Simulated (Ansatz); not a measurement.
For InP (model structure, within 0.1 Å of P6₂22, No. 180, 6 atoms in the cell), PBEsol in Ansatz (plane waves, PAW) gives:

- bulk modulus B0 = 73.3 GPa
- cohesive energy = 3.38 eV/atom

Task: What does r²SCAN (plane waves, PAW; Ansatz, a quantum-chemistry and plane-wave program) give for the same quantities?

Result: 
- bulk modulus: 74.0 GPa (rises by 1.0 %)
- cohesive energy: 3.09 eV/atom (shrinks by 0.29 eV/atom)

Changes are worked out from the printed values.

Unless a cell is named, each level is at its own relaxed cell (PBEsol 22.67, r²SCAN 23.12 Å³/atom).

Levels without +SOC leave out spin–orbit coupling, which shifts energies and cells of such heavy elements.

Caveats: the bulk modulus is −V dP/dV from two relaxed cells at ±2 % in volume (PBEsol, r²SCAN). Ansatz's density-functional and Hartree–Fock values are scalar-relativistic unless marked +SOC, with PAW data made under PBE.

A model structure was made by putting elements into a prototype or built by hand; it is no filed structure, need not be a known phase, and can be a saddle point held by its symmetry.
